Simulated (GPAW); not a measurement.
## Short convergence ladders for Au (Fm-3m, 1 atom in the cell)

```xyz
1
Lattice="0.0000 2.0339 2.0339 2.0339 0.0000 2.0339 2.0339 2.0339 0.0000" Properties=species:S:1:pos:R:3 pbc="T T T"
Au     0.0000     0.0000     0.0000
```

Base method: PBEsol, GPAW PAW datasets PBEsol (made by gpaw-setup) (plane waves; GPAW).

Base settings: mode = pw; ecut = 600 eV; xc = PBEsol; kpts = 12 12 12; mesh shift (steps) = 0 0 0; occupations.name = fermi-dirac; occupations.width = 0.1 eV; nbands = -7; convergence.forces = 0.001 eV/Å; symmetry.symmorphic = false.

The count of work is k-points × plane waves × bands × iterations; it is no time. 

**The k-point mesh at a smearing width of 0.05 eV**

In this ladder: occupations.width = 0.05 eV.

The second cell is the first with its lattice scaled by 0.98.

Only quantities that move along the ladder and can be compared are tabulated.

```csv
kpts,free energy less the last step's (meV/atom),energy of the compressed cell less the first (meV/atom),pressure (GPa),count of work / last
5 5 5,-111.37,67.24,4.24,0.019
6 6 6,72.17,83.55,6.46,0.031
7 7 7,-52.97,72.13,4.83,0.030
9 9 9,-24.22,73.26,4.98,0.052
10 10 10,21.35,75.62,5.44,0.066
13 13 13,-4.11,71.54,4.69,0.16
15 15 15,-0.99,72.36,4.89,0.16
22 22 22,-1.12,73.19,5.02,0.60
27 27 27,0.00,73.09,5.00,1.0
```

Coarsest kpts that holds the energy of the compressed cell less the first within 0.2 meV/atom of the last step, with all finer ones: 22 22 22; the step before is off by 0.73 meV/atom.

Coarsest kpts that holds the free energy within 5 meV/atom of the last step, with all finer ones: 13 13 13, at 0.16 of the last step's count of work; the step before is off by 21 meV/atom.

Coarsest kpts that holds the pressure within 0.05 GPa of the last step, with all finer ones: 22 22 22; the step before is off by 0.11 GPa.

**The width of Gaussian smearing**

In this ladder: kpts = 20 20 20; occupations.name = methfessel-paxton; occupations.order = 0.

Narrow widths need finer meshes than wide ones, so the last steps can hold mesh noise.

Only quantities that move along the ladder and can be compared are tabulated; pressure and forces are left out, as mesh noise rules them at narrow widths.

```csv
occupations.width,free energy less the last step's (meV/atom),energy extrapolated to zero width less the last step's (meV/atom)
1 eV,-69.96,2.68
0.5 eV,-17.09,0.02
0.3 eV,-6.07,-0.01
0.2 eV,-2.57,0.08
0.1 eV,-0.50,0.01
0.05 eV,0.00,0.00
```

Widest occupations.width that holds the free energy within 1 meV/atom of the last step, with all finer ones: 0.1 eV; the step before is off by 2.6 meV/atom.

Widest occupations.width that holds the energy extrapolated to zero width within 1 meV/atom of the last step, with all finer ones: 0.5 eV; the step before is off by 2.7 meV/atom.

The extrapolation to zero width removes most of the smearing's effect on the energy.

**The setting conv density**

In this ladder: convergence.forces = default. Moved along: convergence.energy, convergence.eigenstates.

The mesh stays at the base's, so the ladder's end is converged at best in this setting alone.

Only quantities that move along the ladder and can be compared are tabulated.

| convergence.density | free energy less the last step's (meV/atom) | pressure (GPa) |
|---|---|---|
| 0.01 e/electron | -7.27 | -1.25 |
| 0.001 e/electron | -0.05 | 5.53 |
| 0.0001 e/electron | 0.00 | 5.06 |
| 1e-06 e/electron | 0.00 | 5.07 |
| 1e-07 e/electron | 0.00 | 5.07 |

Coarsest convergence.density that holds the pressure within 1 GPa of the last step, with all finer ones: 0.001 e/electron; the step before is off by 6.3 GPa.

Coarsest convergence.density that holds the free energy within 1 meV/atom of the last step, with all finer ones: 0.001 e/electron; the step before is off by 7.3 meV/atom.

On the base run: the starting cell has typed, rounded lattice constants, without a prior relaxation at this level. Its lattice was rescaled by up to half a per cent. In the base run, with a pressure of about 5 GPa the cell is away from its equilibrium volume at this level.

Left out of this page: 2 runs of the series outside the window shown, repeating another row's setting, or not comparable.
